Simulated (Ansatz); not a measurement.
# CaF2, pressure series

The parent structure is CaF₂ (space group Pnma, No. 62; a = 5.904 Å, b = 3.564 Å, c = 6.952 Å; a cell from a computed database, its experimental status unchecked).

Cell and atoms are relaxed at each pressure.

Computed with PBEsol in Ansatz (plane waves to 420 eV, PAW, no spin-orbit coupling).

```
pressure (GPa)  volume per atom (Å³/atom)
--------------  -------------------------
-1                                 12.356
0                                  12.191
0.3                                12.145
0.7                                12.084
1.5                                     ?
3                                  11.776
5                                  11.545
7.5                                11.291
10                                 11.066
```

### Question
Fit the third-order Birch–Murnaghan form P(V) = (3B₀/2)[(V₀/V)^(7/3) − (V₀/V)^(5/3)]·[1 + (3/4)(B₀′ − 4)((V₀/V)^(2/3) − 1)] (squares taken in P) to the rows shown and predict the withheld row.

### Answer
Least squares on the printed values gives V₀ = 12.191 Å³/atom, B₀ = 78.5 GPa, B₀′ = 5.7; this predicts 11.972 Å³/atom, and the run gives 11.971 Å³/atom, in agreement.

Load acts through the strain it causes; cell and atoms are relaxed under it. Whether these cells are dynamically stable was not tested. No other phases were tried under pressure.

Ansatz is a program for electronic structure.
